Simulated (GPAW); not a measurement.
Band structure of NaH2Pd3 (Cmmm, 6 atoms in the cell).

```
NaH2Pd3
1.0
    2.82657    -4.31030     0.00000
    2.82657     4.31030     0.00000
    0.00000     0.00000     2.81356
Na H Pd
1 2 3
Direct
  0.50000   0.50000   0.00000
  0.21563   0.78437   0.00000
  0.78437   0.21563   0.00000
  0.00000   0.00000   0.00000
  0.50000   0.00000   0.50000
  0.00000   0.50000   0.50000
```

Method of the run: PBEsol, GPAW PAW datasets PBEsol (made by gpaw-setup) (plane waves; GPAW).

Settings: mode = pw; ecut = 850 eV; xc = PBEsol; kpts = 5 5 8; mesh shift (steps) = 0 0 0; occupations.name = fermi-dirac; occupations.width = 0.1 eV; nbands = -10; convergence.density = 1e-05 e/electron; symmetry.symmorphic = false; symmetry.tolerance = 0.0005; maxiter = 150; bandpath_npoints = 40.

The starting cell comes from a database of computed structures (which also holds hypothetical and non-ambient phases and stackings), without a prior relaxation at this level. Spin polarisation is off.

Levels in eV from the Fermi level, bands 26 to 32:
```
point     26     27     28     29     30    31    32
-----  -----  -----  -----  -----  -----  ----  ----
Γ      -1.04  -0.40  -0.34  -0.31   1.30  1.94  4.24
X      -1.57  -1.24  -0.87  -0.85  -0.67  3.10  6.19
S      -1.41  -1.37  -1.06  -0.37   0.77  2.34  5.61
R      -0.34  -0.34   0.02   1.61   2.01  3.49  5.41
A      -0.53  -0.44  -0.20   1.79   1.95  3.24  4.17
Z      -1.29  -0.05   0.35   1.82   4.35  4.85  5.53
Y      -1.35  -1.30  -1.04  -1.02  -0.45  1.76  6.68
X1     -1.57  -1.24  -0.87  -0.85  -0.67  3.10  6.19
A1     -0.53  -0.44  -0.20   1.79   1.95  3.24  4.17
T      -0.35  -0.26  -0.05   1.17   3.02  3.21  4.17
```

Bands cross the Fermi level along this path, so the cell is metallic at this level.
